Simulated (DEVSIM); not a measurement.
Device: abrupt Si p-n junction, at 350 K.

| layer (left to right) | material | thickness (μm) | Nd (cm⁻³) | Na (cm⁻³) | τn (s) | τp (s) |
|---|---|---|---|---|---|---|
| 1 | Si | 0.300 | - | 1.3e19 | 0.00094 | 0.00094 |
| 2 | Si | 270 | 8.8e16 | - | 0.00094 | 0.00094 |

Left contact: ohmic. Right contact: ohmic. Voltage is applied to the left contact. Recombination: SRH at mid-gap, Auger. Gap narrowing is on: ΔEg = 6.92 meV × (l + √(l² + 0.5)), l = ln(N/1.3e17 cm⁻³), shared equally by both band edges. Mobility is constant in doping.

Constants are typed, rounded textbook-type inputs, not results; the design itself was drawn at random and stands for no fabricated device. Values at 300 K; Nc and Nv go as T^1.5, mobilities as T to minus their exponent, the gap by Varshni's rule with the affinity fixed.

```csv
parameter,Si
gap (eV),1.124
affinity (eV),4.05
permittivity,11.7
Nc (cm⁻³),2.86e19
Nv (cm⁻³),3.1e19
μn (cm²/Vs),1417
μp (cm²/Vs),470
T exponent of μn,2.3
T exponent of μp,2.2
Cn (cm⁶/s),2.8e-31
Cp (cm⁶/s),9.9e-32
Varshni α (eV/K),0.000473
Varshni β (K),636
```

DEVSIM, 1D drift-diffusion, Boltzmann statistics, complete ionisation; no tunnelling, impact ionisation, image-force lowering or self-heating.

The temperature was swept, all else fixed.

```
temperature (K)  dark forward voltage at 1 A/cm² (V)  largest field in the device at zero bias (V/cm)  dark forward voltage at 100 A/cm² (V)  potential step across the device at zero bias (V)
---------------  -----------------------------------  -----------------------------------------------  -------------------------------------  -------------------------------------------------
300                                            0.638                                           190000                                  0.881                                              0.919
350                                            0.546                                           200000                                  0.852                                              0.863
400                                            0.453                                           210000                                  0.828                                              0.804
450                                            0.358                                           220000                                  0.804                                              0.743
500                                                …                                           230000                                      …                                              0.679
```

**Question.** Fill in the missing entries.

**Answer.** 
- 500, dark forward voltage at 1 A/cm² (V): 0.261
- 500, dark forward voltage at 100 A/cm² (V): 0.783
